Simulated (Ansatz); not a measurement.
The cell is built on a prototype and need not be the phase stable at ambient conditions.

Given:

```
BeS
1.0
    3.43749     0.00000     0.00000
    0.00000     3.43757     0.00000
    0.00000     0.00000    10.37629
Be S
4 4
Direct
  0.75000   0.24998   0.25000
  0.25000   0.74998   0.25000
  0.25000   0.75002   0.75000
  0.75000   0.25002   0.75000
  0.75000   0.75003   0.86767
  0.25000   0.25003   0.63233
  0.25000   0.24997   0.13233
  0.75000   0.74997   0.36767
```

Space group of this cell: P4/nmm. The cell was relaxed by PBE-D3(BJ); by r2SCAN its mean pressure is 2.3 GPa.

Transport runs along the normal of the first two printed cell vectors.

The gap is the functional's own, uncorrected, and κ follows it; spin-orbit coupling is left out. Mid-gap values are interpolated between the computed energies.

Problem. Compute, with r2SCAN run with Ansatz (a quantum-chemistry and plane-wave program), the band gap and the smallest decay constant κ at mid-gap.

Solution. Gap 3.68 eV on a 10×10×4 mesh; κ = 0.357 1/Å, at the zone centre.
